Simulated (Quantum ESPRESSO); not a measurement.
**Effort and miss along a sweep of K_POINTS: LiF (Fm-3m, 2 atoms in the cell)**

```
CELL_PARAMETERS angstrom
     -2.01701     0.00000     2.01701
      0.00000     2.01701     2.01701
     -2.01701     2.01701     0.00000
ATOMIC_POSITIONS crystal
  Li 0.00000 0.00000 0.00000
  F  0.50000 0.50000 0.50000
```

Method: PBE, SSSP 1.1.2 efficiency (PBE) pseudopotentials (plane waves; Quantum ESPRESSO).

Base settings: ecutwfc = 40 Ry; ecutrho = 320 Ry; occupations = fixed; potentials = {Li: li_pbe_v1.4.uspp.F.UPF, F: f_pbe_v1.4.uspp.F.UPF}; K_POINTS = automatic 11 11 11 0 0 0; nbnd = 9; conv_thr = 1e-10 Ry; mixing_beta = 0.7.

Misses are taken against the tightest run, automatic 34 34 34 0 0 0, which need not be fully converged itself. The energy is the free energy per atom.

The count of work is k-points × plane waves × bands × iterations; it is no time, and leaves out set-up, grids and terms that scale otherwise. 

The starting cell comes from a database of computed structures (which also holds hypothetical and non-ambient phases and stackings), without a prior relaxation at this level. Its lattice was rescaled by a random factor within 2.5 % of one.

```csv
K_POINTS,energy less reference (meV/atom),pressure less reference (GPa),count of work / reference
automatic 1 1 1 0 0 0,3345.06,77.33,0.00088
automatic 3 3 3 0 0 0,10.21,0.34,0.0036
automatic 4 4 4 0 0 0,0.74,0.06,0.0074
automatic 5 5 5 0 0 0,0.18,-0.02,0.0092
automatic 6 6 6 0 0 0,0.06,-0.01,0.015
automatic 8 8 8 0 0 0,0.01,0.00,0.027
automatic 9 9 9 0 0 0,0.02,0.00,0.033
automatic 11 11 11 0 0 0,-0.01,0.00,0.053
automatic 13 13 13 0 0 0,-0.01,0.01,0.079
automatic 15 15 15 0 0 0,0.01,0.00,0.11
automatic 18 18 18 0 0 0,0.00,0.00,0.18
automatic 22 22 22 0 0 0,0.00,0.00,0.31
automatic 27 27 27 0 0 0,-0.01,0.00,0.53
automatic 34 34 34 0 0 0,0.00,0.00,1.0
```

Coarsest setting among those run that, with all tighter ones, holds the energy within 5 meV/atom of the reference: automatic 4 4 4 0 0 0, off by 0.74 meV/atom; it needs 0.0074 of the reference's count of work.

The step from automatic 1 1 1 0 0 0 to automatic 3 3 3 0 0 0: it takes the miss in the energy from 3300 to 10 meV/atom, for 4.1 times the count of work.
